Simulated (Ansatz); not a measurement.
The parent structure is Ge in the diamond structure (space group Fd-3m, No. 227; a = 5.676 Å). Axes: x, y, z lie along the cube axes.

Level of theory: PBEsol (Ansatz, a quantum-chemistry and plane-wave program, PAW, spin-orbit coupling left out).

Base values:

The pressure is 0.0 GPa.

It is then changed as follows: biaxial strain −3.00 %, plane normal [001], relaxed out of plane (Cartesian); in-plane vectors clamped, the third vector and the atoms free.

### Question
What happens to the energy relative to the base and pressure?

### Answer
The energy increases by 17 meV/atom; the pressure (mean of the normal stresses, compression positive) goes from zero to 2.8 GPa.

Whether these cells are dynamically stable was not tested.
